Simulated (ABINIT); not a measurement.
**Equation of state of zinc-blende BeS (space group 216): energy against volume (ABINIT, LDA)**

```yaml
crystal:
  lattice:
    - [0.00000, 2.34030, 2.34030]
    - [2.34030, 0.00000, 2.34030]
    - [2.34030, 2.34030, 0.00000]
  atoms:
    - { symbol: Be, position: [0.00000, 0.00000, 0.00000] }
    - { symbol: S, position: [0.75000, 0.75000, 0.75000] }
```

Method: LDA (PW92), norm-conserving pseudopotentials (PseudoDojo nc-sr-04 LDA standard) (plane waves; ABINIT). Settings: pseudos = [Be.upf, S.upf]; ecut = 114 Ry; occopt = 3; tsmear = 0.01 eV; ngkpt = 12 12 12; nshiftk = 1; shiftk = 0 0 0; potentials = PseudoDojo nc-sr-04 LDA standard; nband = 10; kptopt = 1; nstep = 60; tolvrs = 1e-10. The cell above is the first row's. The rows scale it uniformly. In all rows fractional positions and the k mesh are held. E is the free energy at the stated smearing, counted from the lowest row.

```csv
V (Å^3/atom),E (meV/atom)
12.818,24.03
13.096,11.59
13.375,3.72
13.654,0.00
13.932,0.04
14.211,3.50
14.490,10.07
14.768,19.45
15.047,?
```

Task: Using the third-order Birch-Murnaghan form, a cubic in V^(-2/3), estimate the missing E at V = 15.047 from the other rows, showing the fit.

Result: With u = V^(-2/3) - 0.174, the rows have u = 0.008580, 0.005987, 0.003475, 0.001049, -0.001287, -0.003555, -0.005750, -0.007868. Least squares gives E = -0.429 + 59.22·u + 326983·u² - 199761·u³. Residuals (row less fit): 0.006, -0.013, 0.003, 0.007, 0.003, -0.002, -0.009, 0.006; standard error 0.010 (degrees of freedom: 4). Its minimum lies at u = -0.000091, so V0 = (0.173909)^(-3/2) = 13.79. There d²E/du² = 654100 and d³E/du³ = -1199000, so B0 = (4/9) × 13.79^(-7/3) × 654100 × 0.160218 = 102 GPa (the last factor turns the table's units into GPa), and B0' = 4 + (2/3) × 0.173909 × (-1199000)/654100 = 3.8. The program's pressures in the fitted runs (not shown) pass through zero at V = 13.79, 0.00 % from this V0. At the withheld row, u = -0.009928, so E = -0.429 + 59.22 × (-0.009928) + 326983 × (-0.009928)² - 199761 × (-0.009928)³ = 31.408 meV/atom. The calculation gives 31.40 meV/atom, 0.008 meV/atom below the prediction (under 0.05 % of the range of E in the table). The row lies outside the fitted rows, so this is an extrapolation. From the scatter of the fitted rows alone, a prediction at this place has a standard error of 0.024 meV/atom, so the miss is 0.3 times that.

Carrying the step between the two nearest rows on in a straight line would have given 28.86, off by 2.54; series whose last step already gives the withheld value aren't shown. The scan was laid around a cell of about the measured size, scaled by a guess for this functional. The runs keep the symmetry of the cell, so they don't test it for distortions. Cutoffs and mesh are single choices, not tested for convergence of this quantity. Series with a scatter that would blur these digits, or in which a gap closes, are not shown. Nor are scans whose minimum lies at an end fitted in this form.
